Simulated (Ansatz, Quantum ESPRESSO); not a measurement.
**Code comparison for LaAsRh (I4_1md, 6 atoms in the cell)**

Self-consistent single point.

```
CELL_PARAMETERS angstrom
     -2.08248     2.08248     7.41290
      2.08248    -2.08248     7.41290
      2.08248     2.08248    -7.41290
ATOMIC_POSITIONS crystal
  La 0.16910 0.16910 0.00000
  La 0.91910 0.41910 0.50000
  As 0.75006 0.75006 0.00000
  As 0.50006 0.00006 0.50000
  Rh 0.33493 0.83493 0.50000
  Rh 0.58493 0.58493 0.00000
```

Shared settings, as Ansatz (a quantum-chemistry and plane-wave program) writes them: kpoints.mp_grid.grid = 5 5 5; scf.occupations.method = fermi_dirac; scf.occupations.width = 0.1 eV. Potentials and cutoffs stand in the table.

```json
[
 {"code": "Ansatz", "model": "LDA (PW92), PAW files made with PBE", "pressure (GPa)": "-2.91", "largest force (eV/Å)": "0.064", "cutoff": "default"},
 {"code": "Quantum ESPRESSO", "model": "LDA (PZ), GBRV 1.5 ultrasoft (LDA) pseudopotentials", "pressure (GPa)": "-2.78", "largest force (eV/Å)": "0.066", "cutoff": "40 Ry"}
]
```

Size of the force on each atom (eV/Å): Sizes of forces hide their directions.

```
code                La1    La2    As3    As4    Rh5    Rh6
----------------  -----  -----  -----  -----  -----  -----
Ansatz            0.030  0.030  0.064  0.064  0.034  0.034
Quantum ESPRESSO  0.033  0.033  0.066  0.066  0.033  0.033
```

On Ansatz's run: spin polarisation is off.

The spread over the programs that give each value: pressure within 0.13 GPa; largest force within 0.002 eV/Å.

Ansatz's pressure is given at a fixed set of plane waves, as the other plane-wave codes print theirs; with its correction for the finite basis it is -2.88 GPa. The same LDA comes in different parametrisations, which differ slightly.

The starting cell comes from a database of computed structures (which also holds hypothetical and non-ambient phases and stackings), without a prior relaxation at this level. Its lattice was rescaled by a random factor within 2.5 % of one.

Keys are those of Ansatz 0.2.
